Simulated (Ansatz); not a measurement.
Reference: HfC (Fm-3m), PBEsol, DFPT electron-phonon coupling, linearised Boltzmann equation (plane waves, PAW, scalar-relativistic; Ansatz, a first-principles code); geometry: relaxed with this functional, without spin-orbit coupling.

Space group Fm-3m (No. 225); a = b = c = 4.6074 Å, α = β = γ = 90.00°

```tsv
atom	site	symmetry	x	y	z
Hf	4a	m-3m	0.0000	0.0000	0.0000
C	4b	m-3m	0.5000	0.5000	0.5000
```
(The calculation used a cell of 2 atoms; values per cell refer to that cell.)

The resistivity at 300 K is 13.5 μΩ·cm.

Task: Replace Hf by Zr on the same sites and relax. What happens?

Result: ZrC (Fm-3m): volume per atom 12.2 to 12.7 Å³; resistivity at 300 K rises (13.5 μΩ·cm to 16.1 μΩ·cm).

Task: Replace Hf by Ti on the same sites and relax. What happens?

Result: TiC (Fm-3m): volume per atom 12.2 to 9.9 Å³; resistivity at 300 K stays about the same (13.5 μΩ·cm to 12.5 μΩ·cm).

Task: Replace Hf by Nb on the same sites and relax. What happens?

Result: NbC (Fm-3m): volume per atom 12.2 to 11.0 Å³; resistivity at 300 K rises (13.5 μΩ·cm to 18.1 μΩ·cm).

Moves up to 15 % count as about the same. Metals; harmonic phonons alone scatter; means over directions. Halving the electron mesh moves these values by up to 10 %; q meshes are mostly untested. Spin-orbit coupling is left out.

The missing spin-orbit coupling matters most for HfC (Fm-3m).
